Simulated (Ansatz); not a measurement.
Consider Ca3P2 (space group Pm-3m, No. 221; a = 5.2421 Å; a cell from a computed database, its experimental status unchecked).

The change: full substitution P → Sb; the structure is relaxed again.

Levels (all Ansatz, a first-principles code, PAW): PBEsol (420 eV, no spin-orbit coupling); HSE06 (420 eV, scalar-relativistic without spin-orbit coupling).

The geometry is relaxed with PBEsol.

| Item | Result |
|---|---|
| PBEsol band gap | 0.11 eV |

Q: Predict the band gap from HSE06.

A: The band gap rises by 0.52 eV to 0.63 eV.

Single points use the geometry relaxed with PBEsol. Spin-orbit coupling, missing from the scalar runs, can matter with Sb. No phonon test of stability was made. For Ca3Sb2 in this form, whether it has been made was not checked. The zero or small gap of Ca3Sb2 can change with the level of theory.
